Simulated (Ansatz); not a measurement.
Worked example: self-consistent single point of AgO (P1, 8 atoms in the cell) in Ansatz (a first-principles code).

Computed with PBEsol, default PAW files made with PBE (plane waves; Ansatz).

The change in words: lattice scaled by 0.98; kpoints.mp_grid.grid: 4 6 4 → 9 13 9. Reference geometry:
```xyz
8
Lattice="5.7798 0.0000 0.0000 0.0000 3.5137 0.0000 -1.6408 0.0000 5.2678" Properties=species:S:1:pos:R:3 pbc="T T T"
Ag    -0.8204     1.7569     2.6839
Ag     0.0000     0.0000     0.0000
Ag     2.8899     1.7569     0.0000
Ag     2.0695     0.0000     2.6339
O      3.6299     0.5830     1.4762
O      0.5091     2.9307     3.7915
O      1.3295     2.3399     1.1576
O      2.8096     1.1738     4.1101
```

Reference input (self-consistent single point, DFT, PBEsol, plane waves, default PAW files made with PBE): basis.ecutwfc = 420 eV; kpoints.mp_grid.grid = 4 6 4; hamiltonian.xc = pbesol; hamiltonian.pseudopotentials = {kind: paw} (the program's default PAW files); scf.occupations.method = fermi_dirac; scf.occupations.width = 0.1 eV. This run's input differs from it in these lines:

Ansatz 0.2 input:
```diff
@@ -2,14 +2,14 @@
   lattice:
-    - [5.77983800, 0.00000000, 0.00000000]
-    - [0.00000000, 3.51370700, 0.00000000]
-    - [-1.64076600, 0.00000000, 5.26776500]
+    - [5.66424100, 0.00000000, 0.00000000]
+    - [0.00000000, 3.44343300, 0.00000000]
+    - [-1.60795100, 0.00000000, 5.16241000]
   atoms:
-    - { symbol: Ag, position_ang: [-0.82038627, 1.75685350, 2.68388413] }
+    - { symbol: Ag, position_ang: [-0.80397871, 1.72171650, 2.63020660] }
     - { symbol: Ag, position_ang: [0.00000000, 0.00000000, 0.00000000] }
-    - { symbol: Ag, position_ang: [2.88991900, 1.75685350, 0.00000000] }
-    - { symbol: Ag, position_ang: [2.06953600, 0.00000000, 2.63388250] }
-    - { symbol: O, position_ang: [3.62994731, 0.58302940, 1.47623846] }
-    - { symbol: O, position_ang: [0.50912469, 2.93067760, 3.79152654] }
-    - { symbol: O, position_ang: [1.32950769, 2.33988290, 1.15764404] }
-    - { symbol: O, position_ang: [2.80956431, 1.17382410, 4.11012096] }
+    - { symbol: Ag, position_ang: [2.83212050, 1.72171650, 0.00000000] }
+    - { symbol: Ag, position_ang: [2.02814500, 0.00000000, 2.58120500] }
+    - { symbol: O, position_ang: [3.55734810, 0.57136884, 1.44671378] }
+    - { symbol: O, position_ang: [0.49894190, 2.87206416, 3.71569622] }
+    - { symbol: O, position_ang: [1.30291740, 2.29308534, 1.13449122] }
+    - { symbol: O, position_ang: [2.75337260, 1.15034766, 4.02791878] }
 basis:
@@ -17,3 +17,3 @@
 kpoints:
-  mp_grid: { grid: [4, 6, 4] }
+  mp_grid: { grid: [9, 13, 9] }
 hamiltonian:
```

The program printed (abridged):

```
SCF iter   1: F=—  HF=-32322.875302 eV  |F-HF|=—  |Δ(HF+E_count)|=         —  Δρ=1.85e-2  dr2=3.10e-1  ethr=1.77e-3  ⟨swp⟩=5.3  Hψ=101612  notcnv=0  defer=1162
all-band conjugate gradients solve this SCF's bands
preconditioner: auto → Kerker (q_TF=auto, 2.725 Å⁻¹)
SCF iter   2: F=—  HF=-32322.811147 eV  |F-HF|=—  |Δ(HF+E_count)|=   6.42e-2  Δρ=7.91e-3  dr2=7.55e-2  ethr=3.10e-4  ⟨swp⟩=2.0  Hψ=39100  notcnv=0  defer=1390
   [... lines left out ...]
SCF iter   6: F=—  HF=-32322.791987 eV  |F-HF|=—  |Δ(HF+E_count)|=   2.96e-5  Δρ=7.97e-5  dr2=1.41e-5  ethr=1.56e-7  ⟨swp⟩=2.4  Hψ=41823  notcnv=0  defer=1390
SCF iter   7: F=—  HF=-32322.791930 eV  |F-HF|=—  |Δ(HF+E_count)|=   5.73e-5  Δρ=3.64e-5  dr2=1.59e-6  ethr=1.41e-8  ⟨swp⟩=2.0  Hψ=45130  notcnv=0  defer=1407
SCF iter   8: F=—  HF=-32322.791930 eV  |F-HF|=—  |Δ(HF+E_count)|=   4.49e-8  Δρ=1.23e-5  dr2=1.28e-7  ethr=1.59e-9  ⟨swp⟩=2.0  Hψ=51232  notcnv=0  defer=1408
SCF iter   9: F=-32322.791930 eV  HF=-32322.791930 eV  |F-HF|=1.67e-9  |Δ(HF+E_count)|=   1.91e-8  Δρ=2.81e-6  dr2=8.55e-9  ethr=1.00e-10  ⟨swp⟩=9.2  Hψ=115140  notcnv=0
SCF 1 converged in 9 iterations: F = -32322.791930 eV  dr2 = 8.55e-9
Free energy (F): -32322.791930 eV
Internal energy: -32322.757250 eV  (E = F + TS)
E sigma→0 (E₀):  -32322.774590 eV
Entropy (-TS):   -0.034680 eV (-4.335 meV/atom)
Fermi energy:    13.118939 eV
--- Forces (eV/Å), atoms counted from 1 ---
  atom   1  Ag    -0.28040747    -0.21143185    -0.33035233
  atom   2  Ag    -0.01739851    -0.00024064     0.04732604
  atom   3  Ag     0.02933392     0.00418948     0.06318225
  atom   4  Ag     0.01215519    -0.00493480    -0.04155047
  atom   5  O      0.49125114    -0.06844839     0.13907104
  atom   6  O     -0.20929397     0.28816139     0.11466155
  atom   7  O     -0.37517954    -0.17140805    -0.01352211
  atom   8  O      0.34954084     0.16411435     0.02118354
--- Stress (GPa, compression-positive) ---
        9.030383       0.049040      -0.610748
        0.049040       6.769909       0.022494
       -0.610747       0.022494       9.280067
  P = ⅓ Tr σ = 8.3601 GPa (83.601 kbar)
  The stress holds the Pulay correction. Without it, at fixed plane waves, as pw.x and ABINIT print it: P = 7.8038 GPa
```

The run converged in 9 iterations. Against the reference run the free energy goes up by 16.7 meV/atom, the pressure goes from -1.01 to 8.36 GPa and the largest force goes from 0.382 to 0.515 eV/Å.

The starting cell comes from a database of computed structures (which also holds hypothetical and non-ambient phases and stackings), without a prior relaxation at this level. Its lattice was rescaled by up to half a per cent. One atom was moved a little off its site on purpose. For this run, on top of that: lattice scaled by 0.98. With a pressure of about 8 GPa the cell is away from its equilibrium volume at this level. Ansatz's pressure includes its estimate of the finite-basis (Pulay) stress. Without the estimate this run gives 7.80 GPa. The run gives no clean gap (levels at the Fermi energy touch, overlap or are partly filled at this smearing), which alone does not show that the compound is a metal.

Cost on one core of a shared machine: roughly 5 min.
